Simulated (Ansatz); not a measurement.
## Bulk modulus B0 of B (model structure, started from the bcc type, Im-3m, No. 229, 1 atom in the cell) at several levels of theory

No measured value is used here.

```tsv
level (code)	value (GPa)	cell (Å³/atom)
LDA (Ansatz)	?	5.93
PBEsol (Ansatz)	244	6.06
r²SCAN (Ansatz)	246	6.04
```

Q: Fill in the missing entries.

A: 
- LDA (Ansatz, a first-principles code), value (GPa): 254

LDA, PBEsol, r²SCAN: the bulk modulus is −V dP/dV from two relaxed cells at ±2 % in volume. Each level is taken at its own relaxed cell. Cutoffs differ between the levels. Ansatz's density-functional and Hartree–Fock values are scalar-relativistic unless marked +SOC, with PAW data made under PBE.

A model structure was made by putting elements into a prototype or built by hand; it is no filed structure, need not be a known phase, and can be a saddle point held by its symmetry.
